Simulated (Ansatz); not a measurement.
Input and output of a self-consistent single point for Al (Fm-3m, 1 atom in the cell) (Ansatz, an electronic-structure program).

Method: PBEsol, default PAW files made with PBE (plane waves; Ansatz).

```
CELL_PARAMETERS angstrom
      0.00000     2.04976     2.04976
      2.04976     0.00000     2.04976
      2.04976     2.04976     0.00000
ATOMIC_POSITIONS crystal
  Al 0.00000 0.00000 0.00000
```

Reference input (self-consistent single point, DFT, PBEsol, plane waves, default PAW files made with PBE): basis.ecutwfc = 420 eV; kpoints.mp_grid.grid = 11 11 11; hamiltonian.xc = pbesol; hamiltonian.pseudopotentials = {kind: paw} (the program's default PAW files); scf.occupations.method = fermi_dirac; scf.occupations.width = 0.136 eV. This run's input differs from it in these lines:

Ansatz 0.2 input:
```diff
@@ -15,3 +15,3 @@
 scf:
-  occupations: { method: fermi_dirac, width: 0.136 eV }
+  occupations: { method: methfessel_paxton, width: 0.05 eV }
 output:
```

Output, abridged:

```
SCF iter   1: F=—  HF=-524.539985 eV  |F-HF|=—  |Δ(HF+E_count)|=         —  Δρ=6.19e-4  dr2=2.79e-5  ethr=1.77e-3  ⟨swp⟩=4.7  Hψ=2934  notcnv=0
all-band conjugate gradients solve this SCF's bands
preconditioner: auto → none
SCF iter   2: F=—  HF=-524.540005 eV  |F-HF|=—  |Δ(HF+E_count)|=   1.99e-5  S|Δr|=    0.00e0  Δρ=3.21e-4  dr2=7.83e-6  ethr=9.32e-7  ⟨swp⟩=2.0  Hψ=853  notcnv=0
SCF iter   3: F=-524.540009 eV  HF=-524.540009 eV  |F-HF|=3.62e-8  |Δ(HF+E_count)|=   4.02e-6  S|Δr|=    0.00e0  Δρ=2.06e-5  dr2=8.71e-8  ethr=3.33e-9  ⟨swp⟩=4.4  Hψ=1799  notcnv=0
SCF 1 converged in 3 iterations: F = -524.540009 eV  dr2 = 8.71e-8
Stability not checked (fill_not_monotonic)
Free energy (F): -524.540009 eV
Internal energy: -524.539310 eV  (E = F + TS)
E sigma→0 (E₀):  -524.539834 eV
Entropy (-TS):   -0.000698 eV (-0.698 meV/atom)
Fermi energy:    7.466873 eV
--- Forces (eV/Å), atoms counted from 1 ---
  atom   1  Al    -0.00000000    -0.00000000     0.00000000
--- Stress (GPa, compression-positive) ---
       -4.468808       0.000000       0.000000
       -0.000000      -4.468808      -0.000000
       -0.000000       0.000000      -4.468808
  P = ⅓ Tr σ = -4.4688 GPa (-44.688 kbar)
  The stress holds the Pulay correction. Without it, at fixed plane waves, as pw.x and ABINIT print it: P = -4.5229 GPa
```

The run converged in 3 iterations. Against the reference run the free energy goes up by 13.4 meV/atom and the pressure moves little (-4.38 to -4.47 GPa).

The starting cell comes from a database of computed structures (which also holds hypothetical and non-ambient phases and stackings), without a prior relaxation at this level. Its lattice was rescaled by a random factor within 2.5 % of one. With a pressure of about -4 GPa the cell is away from its equilibrium volume at this level. Ansatz's pressure includes its estimate of the finite-basis (Pulay) stress.
